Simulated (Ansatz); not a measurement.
A self-consistent single point of InBi (R3m, 2 atoms in the cell) with Ansatz (a first-principles code).

Method: PBEsol, default PAW files made with PBE (plane waves; Ansatz).

```
CELL_PARAMETERS angstrom
      0.00000     3.39369     3.39369
      3.39369     0.00000     3.39369
      3.39369     3.39369     0.00000
ATOMIC_POSITIONS crystal
  In 0.00425 0.00425 0.00425
  Bi 0.25000 0.25000 0.25000
```

Reference input (self-consistent single point, DFT, PBEsol, plane waves, default PAW files made with PBE): basis.ecutwfc = 420 eV; kpoints.mp_grid.grid = 9 9 9; hamiltonian.xc = pbesol; hamiltonian.pseudopotentials = {kind: paw} (the program's default PAW files); scf.occupations.method = gaussian; scf.occupations.width = 0.1 eV. This run's input differs from it in these lines:

Ansatz 0.2 input:
```diff
@@ -13,3 +13,3 @@
   mp_grid:
-    grid: [9, 9, 9]
+    grid: [15, 15, 15]
 hamiltonian:
@@ -20,4 +20,4 @@
   occupations:
-    method: gaussian
-    width: 0.1 eV
+    method: cold
+    width: 0.05 eV
 output:
```

Log, with long lists cut:

```
SCF iter   1: F=—  HF=-17767.296157 eV  |F-HF|=—  |Δ(HF+E_count)|=         —  Δρ=2.83e-3  dr2=9.48e-3  ethr=1.77e-3  ⟨swp⟩=6.0  Hψ=31405  notcnv=0
all-band conjugate gradients solve this SCF's bands
preconditioner: auto → Kerker (q_TF=auto, 2.299 Å⁻¹)
SCF iter   2: F=—  HF=-17767.293770 eV  |F-HF|=—  |Δ(HF+E_count)|=   2.39e-3  S|Δr|=    0.00e0  Δρ=1.54e-3  dr2=4.38e-3  ethr=3.39e-5  ⟨swp⟩=2.4  Hψ=11343  notcnv=0
   [... lines left out ...]
SCF iter   5: F=—  HF=-17767.293862 eV  |F-HF|=—  |Δ(HF+E_count)|=   8.96e-5  S|Δr|=    0.00e0  Δρ=8.64e-5  dr2=9.94e-6  ethr=5.98e-7  ⟨swp⟩=3.0  Hψ=9291  notcnv=0
SCF iter   6: F=—  HF=-17767.293877 eV  |F-HF|=—  |Δ(HF+E_count)|=   1.51e-5  S|Δr|=    0.00e0  Δρ=2.76e-5  dr2=7.46e-7  ethr=3.55e-8  ⟨swp⟩=2.0  Hψ=7569  notcnv=0
SCF iter   7: F=-17767.293878 eV  HF=-17767.293878 eV  |F-HF|=7.05e-8  |Δ(HF+E_count)|=   1.24e-6  S|Δr|=    0.00e0  Δρ=5.21e-6  dr2=2.22e-8  ethr=3.57e-10  ⟨swp⟩=4.9  Hψ=31690  notcnv=0
SCF 1 converged in 7 iterations: F = -17767.293878 eV  dr2 = 2.22e-8
Stability not checked (fill_not_monotonic)
Free energy (F): -17767.293878 eV
Internal energy: -17767.293941 eV  (E = F + TS)
E sigma→0 (E₀):  -17767.293899 eV
Entropy (-TS):   0.000063 eV (0.031 meV/atom)
Fermi energy:    6.631381 eV
--- Forces (eV/Å), atoms counted from 1 ---
  atom   1  In    -0.15402645    -0.15402645    -0.15402645
  atom   2  Bi     0.15402736     0.15402736     0.15402736
--- Stress (GPa, compression-positive) ---
       -0.965774       0.369767       0.369767
        0.369767      -0.965774       0.369767
        0.369767       0.369767      -0.965774
  P = ⅓ Tr σ = -0.9658 GPa (-9.658 kbar)
  The stress holds the Pulay correction. Without it, at fixed plane waves, as pw.x and ABINIT print it: P = -0.9889 GPa
```

The run converged in 7 iterations. Against the reference run the free energy falls by 1.4 meV/atom, the pressure moves little (-0.93 to -0.97 GPa) and the largest force goes from 0.250 to 0.267 eV/Å.

The starting cell comes from a database of computed structures (which also holds hypothetical and non-ambient phases and stackings), without a prior relaxation at this level. Its lattice was rescaled by up to half a per cent. One atom was moved a little off its site on purpose. Ansatz's pressure includes its estimate of the finite-basis (Pulay) stress.

Cost on one core of a shared machine: roughly 50 s.
